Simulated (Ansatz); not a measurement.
The starting structures come from a database of crystals and need not be the phases stable at ambient conditions.

## Evanescent states of Ba2TaBiO6 (Fm-3m, not sure to be the ambient phase, 10 atoms a cell, 16.4 Å³ an atom, -4 GPa at this level) along the normal of (110)

The numbers are results of r2SCAN (plane waves, PAW; Ansatz, a first-principles code), not measurements.

No gap correction and no spin-orbit coupling; mid-gap values are interpolated between computed energies.

Energies count from the valence-band top; κ is the least over a 6×4 mesh across the current.

| E (eV) | κ (1/Å) | where |
|---|---|---|
| 0.07 | 0.079 | off Γ |
| 0.23 | 0.131 | off Γ |
| 0.38 | 0.163 | off Γ |
| 0.53 | 0.187 | off Γ |
| 0.68 | 0.205 | off Γ |
| 0.82 | ? | off Γ |
| 0.97 | ? | off Γ |
| 1.12 | 0.242 | off Γ |
| 1.27 | ? | off Γ |
| 1.43 | ? | off Γ |
| 1.57 | ? | off Γ |
| 1.73 | ? | off Γ |
| 1.88 | ? | off Γ |
| 2.02 | ? | off Γ |
| 2.17 | ? | off Γ |
| 2.33 | 0.242 | off Γ |
| 2.48 | 0.223 | off Γ |
| 2.62 | 0.200 | off Γ |
| 2.77 | 0.169 | off Γ |
| 2.92 | 0.120 | off Γ |

### Question
Some entries are withheld; supply them.

### Answer

- 0.82, κ (1/Å): 0.220
- 0.97, κ (1/Å): 0.232
- 1.27, κ (1/Å): 0.249
- 1.43, κ (1/Å): 0.255
- 1.57, κ (1/Å): 0.259
- 1.73, κ (1/Å): 0.262
- 1.88, κ (1/Å): 0.263
- 2.02, κ (1/Å): 0.262
- 2.17, κ (1/Å): 0.257
